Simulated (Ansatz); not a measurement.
Density of states at the Fermi level (states/eV per atom)

Cell A: Al (fcc, Fm-3m), 1 atom in the cell, k-point mesh 26×26×26 on the run's own vectors. Conventional cell: a = b = c = 3.983 Å, α = β = γ = 90.00°.

Cell B: Sn (white tin, I4₁/amd), 2 atoms in the cell, k-point mesh 22×22×22 on the run's own vectors. Conventional cell: a = b = 5.863 Å, c = 3.170 Å, α = β = γ = 90.00°.

Computed with Ansatz (plane waves, PAW), its PAW set soft_1, cutoff 420 eV, 500 eV for r2SCAN. The structures are at rest with PBE+D3(BJ); other levels are single points on them. Neutral cells; Fermi-Dirac smearing of at most 0.10 eV in the solids, energies taken to zero width. The lattices are those relaxed with PBE+D3(BJ), so at other levels the solids can be strained, which adds to the spread. Spin-orbit coupling is left out. A dispersion term ran beside these levels; it doesn't touch the electrons. Both spins, broadened by a Gaussian of 0.2 eV on the run's mesh.

```
cell   PBE  r2SCAN
----  ----  ------
A     0.37    0.34
B     0.47       …
```

Problem. Complete the blanks.

Solution. 
- B, r2SCAN: 0.43

Ansatz is a quantum-chemistry and plane-wave program.
